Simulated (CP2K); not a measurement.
Band structure of SrAlSi (P-6m2, 3 atoms in the cell).

```
SrAlSi
1.0
    4.24978     0.00000     0.00000
   -2.12489     3.68042     0.00000
    0.00000     0.00000     4.77950
Sr Al Si
1 1 1
Direct
  0.00000   0.00000   0.00000
  0.66667   0.33333   0.50000
  0.33333   0.66667   0.50000
```

Method of the run: PBEsol, GPW, DZVP-MOLOPT-SR-GTH basis, GTH-PBE potentials (GTH_POTENTIALS) in CP2K.

Settings: CUTOFF = 500 Ry; REL_CUTOFF = 50 Ry; SMEAR/METHOD = GAUSSIAN; SIGMA = 0.1 eV; KPOINTS/SCHEME = MONKHORST-PACK 6 6 5; GAMMA_CENTERED = T; XC_FUNCTIONAL = PBE:PBESOL; Sr/BASIS_SET = DZVP-MOLOPT-SR-GTH; Sr/POTENTIAL = GTH-PBE-q10; Al/BASIS_SET = DZVP-MOLOPT-SR-GTH; Al/POTENTIAL = GTH-PBE-q3; Si/BASIS_SET = DZVP-MOLOPT-SR-GTH; Si/POTENTIAL = GTH-PBE-q4; METHOD = GPW.

The starting cell comes from a database of computed structures (which also holds hypothetical and non-ambient phases and stackings), without a prior relaxation at this level. Values carry the incompleteness of an atom-centred basis. The potentials were made for another functional than the one used.

Levels in eV from the Fermi level, bands 6 to 11:
| point | 6 | 7 | 8 | 9 | 10 | 11 |
|---|---|---|---|---|---|---|
| Γ | -1.66 | -1.24 | -1.24 | -0.22 | 1.22 | 2.55 |
| M | -5.93 | -2.05 | -1.43 | -0.45 | 1.52 | 2.89 |
| K | -5.62 | -4.19 | -0.96 | -0.01 | 2.20 | 2.68 |
| A | -4.17 | -0.88 | -0.88 | 1.32 | 1.32 | 1.61 |
| L | -5.42 | -2.41 | -1.84 | -1.17 | 0.99 | 4.01 |
| H | -5.71 | -3.42 | -1.56 | -0.81 | 2.27 | 4.23 |

Bands cross the Fermi level along this path, so the cell is metallic at this level.

Higher empty bands are left out: an atom-centred basis made for the valence describes them poorly.
